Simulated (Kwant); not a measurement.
System: six-terminal Hall bar in a In0.53Ga0.47As two-dimensional gas. Effective mass 0.041 mₑ, grid spacing 3.8 nm, hard walls, nominal width 100 nm (27 grid rows, so walls 106.4 nm apart), one parabolic valley, scattering region 260 nm long along x; energies count from the band bottom; Fermi energy swept from 0.0061 to 0.0488 eV. Four side probes 50 nm wide, two on each edge; current runs along x; the sign of the Hall resistance is a convention. Perpendicular field 3.9 T, also in the leads; orbital effect alone.

Constants are typed, rounded textbook-type inputs, not results; the design itself was drawn at random and stands for no fabricated device.

Model: effective-mass tight-binding model on a square grid, one spin, coherent transport at 0 K (Kwant). Resistances are in h/e².

Question: How many Landau levels lie under the Fermi energy, and what Hall resistance follows, at 19.1 meV and 3.90 T; 22.7 meV and 3.90 T; 33.6 meV and 3.90 T; 44.5 meV and 3.90 T?

Answer: ħωc = ħeB/m = 2.82 meV a tesla; levels lie at (n + ½)ħωc. E/ħωc = 1.74 gives 2 levels and h/(2e²) = 0.500; simulated 0.500. E/ħωc = 2.07 gives 2 levels and h/(2e²) = 0.500; simulated 0.500. E/ħωc = 3.05 gives 3 levels and h/(3e²) = 0.333; simulated 0.333. E/ħωc = 4.04 gives 4 levels and h/(4e²) = 0.250; simulated 0.250.
